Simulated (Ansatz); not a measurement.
Input:

```xyz
4
Lattice="3.9937 0.0000 0.0000 -1.9968 3.4586 0.0000 0.0000 0.0000 6.5875" Properties=species:S:1:pos:R:3 pbc="T T T"
Ga     1.9968     1.1529     6.5843
Ga     0.0000     2.3057     3.2905
As     1.9968     1.1529     4.1217
As     0.0000     2.3057     0.8279
```

No spin polarisation.

Calculations: r2SCAN (Ansatz, a first-principles code), no spin-orbit coupling. k-mesh 10×10×5 (Γ-centred); smearing 0.05 eV (Fermi–Dirac).

### Question
What is the computed electron mass?

### Answer
0.049 mₑ along c, 0.058 mₑ across (at Γ).

### Question
Estimate the band gap.

### Answer
0.96 eV.

Masses are band curvatures over ±0.01 Å⁻¹ around the edge. Stability against distortions was not tested. The cell was made from GaN by this change: N → As; the result is a model cell, its experimental status unchecked. This is not the structure that GaAs has at room temperature and ambient pressure.
